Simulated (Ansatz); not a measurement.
Ansatz (a program for electronic structure) run on Pd (Fm-3m, 1 atom in the cell): self-consistent single point.

Level of theory: PBE, PAW files (plane waves; Ansatz).

```yaml
crystal:
  lattice:
    - [0.00000, 1.99195, 1.99195]
    - [1.99195, 0.00000, 1.99195]
    - [1.99195, 1.99195, 0.00000]
  atoms:
    - { symbol: Pd, position: [0.00000, 0.00000, 0.00000], spin: 1.0 }
```
(The spins are starting values, not results.)

Reference input (self-consistent single point, DFT, PBE, plane waves, PAW files): basis.ecutwfc = 30.9 Ry; kpoints.mp_grid.grid = 10 10 10; hamiltonian.xc = pbe; hamiltonian.pseudopotentials = {kind: paw} (the program's default PAW files); magnetization.spin_polarized = true; scf.occupations.method = gaussian; scf.occupations.width = 0.02 Ry. This run's input differs from it in these lines:

Ansatz 0.2 input:
```diff
@@ -10,3 +10,3 @@
 kpoints:
-  mp_grid: { grid: [10, 10, 10] }
+  mp_grid: { grid: [8, 8, 8] }
 hamiltonian:
```

Output, abridged:

```
SCF iter   1: F=—  HF=-6973.831202 eV  |F-HF|=—  |Δ(HF+E_count)|=         —  Δρ=9.94e-2 (↑9.94e-2 ↓5.88e-2)  dr2=3.89e0  dr2_m=1.18e-1  M=0.624 μB ∫|m|=0.634 μB  β_m=0.30  ethr=3.10e-3  ⟨swp⟩=4.9  Hψ=3842  notcnv=0
all-band conjugate gradients solve this SCF's bands
preconditioner: auto → none
   [... lines left out ...]
SCF iter  11: F=—  HF=-6972.920814 eV  |F-HF|=—  |Δ(HF+E_count)|=   2.66e-9  Δρ=5.23e-7 (↑5.23e-7 ↓2.29e-7)  dr2=2.35e-11  dr2_m=1.83e-11  M=-0.000 μB ∫|m|=0.000 μB  β_m=1.00  ethr=3.21e-12  ⟨swp⟩=3.0  Hψ=1773  notcnv=0
SCF iter  12: F=-6972.920814 eV  HF=-6972.920814 eV  |F-HF|=9.09e-13  |Δ(HF+E_count)|=  1.82e-11  Δρ=2.34e-8 (↑2.34e-8 ↓2.25e-8)  dr2=9.19e-14  dr2_m=3.13e-14  M=0.000 μB ∫|m|=0.000 μB  ethr=1.00e-12  ⟨swp⟩=1.9  Hψ=1244  notcnv=0
SCF 1 converged in 12 iterations: F = -6972.920814 eV  dr2 = 9.19e-14
WARN: the starting moments were not kept: the SCF closed with an absolute magnetisation of 4.8e-7 μB, where they sum to 1 μB in size (1 site) …
Magnetization: 0.0000 μB (9.0000 up, 9.0000 down)
   [... lines left out ...]
Absolute magnetization: 0.0000 μB (∫|ρ↑−ρ↓|, with the PAW one-centre terms)
Free energy (F): -6972.920814 eV
Fermi energy:    17.947048 eV
   [... lines left out ...]
--- Forces (eV/Å), atoms counted from 1 ---
  atom   1  Pd     0.00000000    -0.00000000    -0.00000000
--- Stress (GPa, compression-positive) ---
       -3.977620       0.000000       0.000000
       -0.000000      -3.977620      -0.000000
        0.000000      -0.000000      -3.977620
  P = ⅓ Tr σ = -3.9776 GPa (-39.776 kbar)
  The stress holds the Pulay correction. Without it, at fixed plane waves, as pw.x and ABINIT print it: P = -4.0271 GPa
```

The run converged in 12 iterations. Against the reference run the free energy goes up by 25.8 meV/atom and the pressure goes from -4.57 to -3.98 GPa.

The starting cell comes from a database of computed structures (which also holds hypothetical and non-ambient phases and stackings), without a prior relaxation at this level. Its lattice was rescaled by a random factor within 2.5 % of one. The starting moments vanished: the run ended non-magnetic. The program warned that a starting moment was not kept. With a pressure of about -4 GPa the cell is away from its equilibrium volume at this level. Ansatz's pressure includes its estimate of the finite-basis (Pulay) stress.
